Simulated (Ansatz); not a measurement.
The starting structures come from a database of crystals and need not be the phases stable at ambient conditions.

The decay constant κ of evanescent states in the gap governs leakage through a thin film.

Consider the following.

```
ScYO3
1.0
    5.46845     0.00000     0.00000
    0.00000     5.76218     0.00000
    0.00000     0.00000     7.99590
Y Sc O
4 4 12
Direct
  0.01965   0.06258   0.75000
  0.98035   0.93742   0.25000
  0.51965   0.43742   0.25000
  0.48035   0.56258   0.75000
  0.50000   0.00000   0.00000
  0.00000   0.50000   0.00000
  0.00000   0.50000   0.50000
  0.50000   0.00000   0.50000
  0.37105   0.05622   0.25000
  0.62895   0.94378   0.75000
  0.87105   0.44378   0.75000
  0.12895   0.55622   0.25000
  0.80992   0.19185   0.43397
  0.19008   0.80815   0.56603
  0.30992   0.30815   0.56603
  0.69008   0.69185   0.43397
  0.69008   0.69185   0.06603
  0.30992   0.30815   0.93397
  0.19008   0.80815   0.93397
  0.80992   0.19185   0.06603
```

Space group of this cell: Pnma. The cell is taken as given; by r2SCAN its mean pressure is -4.9 GPa.

Transport runs along the normal of the first two printed cell vectors.

No gap correction and no spin-orbit coupling; mid-gap values are interpolated between computed energies.

Problem. State the band gap and the smallest decay constant κ at mid-gap according to Ansatz (a program for electronic structure) with r2SCAN.

Solution. Gap 4.99 eV on a 6×6×4 mesh; κ = 0.367 1/Å, at the zone centre.
